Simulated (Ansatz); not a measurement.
This Ansatz (a quantum-chemistry and plane-wave program) input is the reference run, BP in the zinc blende structure (space group F-43m, No. 216), computed with r2SCAN in Ansatz (plane waves to 500 eV, PAW, spin-orbit coupling left out):

Ansatz 0.2 input:
```yaml
crystal:
  lattice:
    - [0, 2.2682937858, 2.2682937858]
    - [2.2682937858, 0, 2.2682937858]
    - [2.2682937858, 2.2682937858, 0]
  atoms:
    - { symbol: P, position: [0.25, 0.25, 0.25] }
    - { symbol: B, position: [0, 0, 0] }
basis: { ecutwfc: 500, ecutrho_ratio: 4, xc_grid: 4, fft_grid_basis: typed }
kpoints: { mp_grid: { grid: [12, 12, 12] } }
hamiltonian:
  xc: r2scan
  dispersion: none
  pseudopotentials: { kind: paw }
scf: { occupations: { method: fermi_dirac, width: 0.05 }, convergence: { dr2_threshold: 0.0000000002 } }
output: { forces: true, stress: true }
```

Task: Write the input for this change: every lattice vector is stretched by 0.54 %; the atoms relax in the strained cell.

Result: 
Ansatz 0.2 input:
```yaml
crystal:
  lattice:
    - [0, 2.2805425722, 2.2805425722]
    - [2.2805425722, 0, 2.2805425722]
    - [2.2805425722, 2.2805425722, 0]
  atoms:
    - { symbol: P, position: [0.25, 0.25, 0.25] }
    - { symbol: B, position: [0, 0, 0] }
basis: { ecutwfc: 500, ecutrho_ratio: 4, xc_grid: 4, fft_grid_basis: typed }
kpoints: { mp_grid: { grid: [12, 12, 12] } }
hamiltonian:
  xc: r2scan
  dispersion: none
  pseudopotentials: { kind: paw }
scf: { occupations: { method: fermi_dirac, width: 0.05 }, convergence: { dr2_threshold: 0.0000000002 } }
relax: { f_tol: 0.005, max_steps: 50 }
output: { forces: true, stress: true }
checkpoint: { write: state.ck, write_every: 1000 }
```
This is the input that was run.

Whether these cells are dynamically stable was not tested.
